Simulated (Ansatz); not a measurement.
# CaSe under a change: isotropic strain +3.00 %

Base system: CaSe in the rock salt structure (space group Fm-3m, No. 225; a = 5.8685 Å).

Perturbation: an isotropic linear strain of +3.00 %, atoms relaxed at fixed cell.

All numbers come from plane-wave PAW DFT at the PBEsol level (Ansatz, an electronic-structure program, 420 eV), spin-orbit coupling left out. Γ-centred 10×10×10 mesh, Fermi–Dirac width 0.05 eV.

| quantity | base | changed | shift |
|---|---|---|---|
| volume per atom | 25.26 Å³ | 27.61 Å³ | +2.343 Å³ |
| space group | Fm-3m (No. 225) | Fm-3m (No. 225) | – |
| shortest interatomic distance | 2.934 Å | 3.022 Å | +0.088 Å |
| energy relative to the base (free energy F) | 0 meV/atom | +30 meV/atom | +30 meV/atom |
| pressure | 0.00 GPa | -3.84 GPa | -3.84 GPa |
| band gap | 1.88 eV | 2.08 eV | +0.205 eV |
| gap character | indirect, Γ → X | indirect, Γ → X | – |
| smallest direct gap | 2.85 eV | 2.85 eV | +0.006 eV |
| mean gap deformation potential ΔEg/Δln V | – | +2.3 eV | – |
| width of the top valence band | 1.75 eV | 1.56 eV | -0.19 eV |
| electron mass | 1.4 mₑ along k, 0.27 mₑ across (at X) | 1.4 mₑ along k, 0.30 mₑ across (at X) | – |
| hole mass (degenerate bands, along [100]) | 0.17, 0.91, 0.91 mₑ (at Γ) | 0.18, 1.0, 1.0 mₑ (at Γ) | – |
| valley order (the lowest conduction-band minima on the path, energy above the VBM, named in the base's zone) | X along ⟨100⟩ 1.88 eV; Γ 3.31 eV | X along ⟨100⟩ 2.08 eV; Γ 2.85 eV | – |

Effective masses come from finite differences of ±0.01 Å⁻¹. Along k means along the line from Γ to the band edge. Stability against distortions was not tested.
